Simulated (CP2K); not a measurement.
Input and output of a self-consistent single point for Ge₃Rh (I4/mmm, 4 atoms in the cell) (CP2K).

Method of the run: LDA (Pade form), GPW, TZVP-MOLOPT-SR-GTH basis, GTH-PADE potentials (GTH_POTENTIALS) in CP2K.

The change in words: lattice scaled by 0.98. Reference geometry:
```
Ge3Rh
1.0
    4.79381     0.00000     0.00000
    1.03457     4.68084     0.00000
   -2.91419    -2.34042     3.00175
Ge Rh
3 1
Direct
  0.75000   0.25000   0.50000
  0.25000   0.75000   0.50000
  0.50000   0.50000   0.00000
  0.00000   0.00000   0.00000
```

Reference input (self-consistent single point, DFT LDA (Pade form), GPW, TZVP-MOLOPT-SR-GTH basis, GTH-PADE potentials (GTH_POTENTIALS)): CUTOFF = 500 Ry; REL_CUTOFF = 40 Ry; SMEAR/METHOD = GAUSSIAN; SIGMA = 0.05 eV; KPOINTS/SCHEME = MONKHORST-PACK 8 8 8; GAMMA_CENTERED = T; XC_FUNCTIONAL = PADE; Ge/BASIS_SET = TZVP-MOLOPT-SR-GTH; Ge/POTENTIAL = GTH-PADE-q4; Rh/BASIS_SET = TZVP-MOLOPT-SR-GTH; Rh/POTENTIAL = GTH-PADE-q17; METHOD = GPW. This run's input differs from it in these lines:

```diff
@@ -64,5 +64,5 @@
     &CELL
-      A 4.79380700 0.00000000 0.00000000
-      B 1.03457300 4.68083800 0.00000000
-      C -2.91419000 -2.34041900 3.00175300
+      A 4.69793100 0.00000000 0.00000000
+      B 1.01388100 4.58722200 0.00000000
+      C -2.85590600 -2.29361100 2.94171800
       PERIODIC XYZ
```

Output (repeated stretches shortened):

```
 SCF WAVEFUNCTION OPTIMIZATION

  Step     Update method      Time    Convergence         Total energy    Change
     1 NoMix/Diag. 0.20E+00      -     1.19561717      -122.5967307371 -1.23E+02
     2 Broy./Diag. 0.20E+00      -     0.07215706      -123.3069229718 -7.10E-01
     3 Broy./Diag. 0.20E+00      -     0.02352231      -122.4622235930  8.45E-01
     4 Broy./Diag. 0.20E+00      -     0.02813987      -122.1241643749  3.38E-01
     5 Broy./Diag. 0.20E+00      -     0.00261384      -122.0796971656  4.45E-02
     6 Broy./Diag. 0.20E+00      -     0.00180553      -122.0680342202  1.17E-02
   [... 3 lines left out ...]
    10 Broy./Diag. 0.20E+00      -     0.00001770      -122.0582218901 -6.33E-05
    11 Broy./Diag. 0.20E+00      -     0.00000106      -122.0582383238 -1.64E-05
    12 Broy./Diag. 0.20E+00      -     0.00000245      -122.0582236169  1.47E-05
    13 Broy./Diag. 0.20E+00      -     0.00000006      -122.0582193198  4.30E-06
  *** SCF run converged in    13 steps ***

  Overlap energy of the core charge distribution:               0.00000000017648
  Self energy of the core charge distribution:               -219.18317551319586
  Core Hamiltonian energy:                                     52.23940362439608
  Hartree energy:                                              59.66529793385321
  Exchange-correlation energy:                                -14.77966280488541
  Smearing free energy correction:                             -0.00008256008228
  Fermi energy:                                                 0.34584858813676

  Total energy:                                              -122.05821931975584
  Total energy (extrapolated to sigma->0):                   -122.05817803971469

                     Mulliken Population Analysis

   [... lines left out ...]

 STRESS| Analytical stress tensor [bar]
 STRESS|                        x                   y                   z
 STRESS|      x       -4.11102714245E+04  -1.48471275812E+04  -2.91924186207E-01
 STRESS|      y       -1.48471275812E+04  -3.45471917560E+04  -2.34447604432E-01
 STRESS|      z       -2.91924186207E-01  -2.34447604432E-01  -2.26233471331E+04
 STRESS| 1/3 Trace                                            -3.27602701045E+04
```

The run converged in 13 iterations. Against the reference run the free energy falls by 40.1 meV/atom and the pressure goes from -9.34 to -3.28 GPa.

The starting cell comes from a database of computed structures (which also holds hypothetical and non-ambient phases and stackings), without a prior relaxation at this level. For this run, on top of that: lattice scaled by 0.98. Spin polarisation is off. Values carry the incompleteness of an atom-centred basis. With a pressure of about -3 GPa the cell is away from its equilibrium volume at this level.

Cost on one core of a shared machine: roughly 30 s.
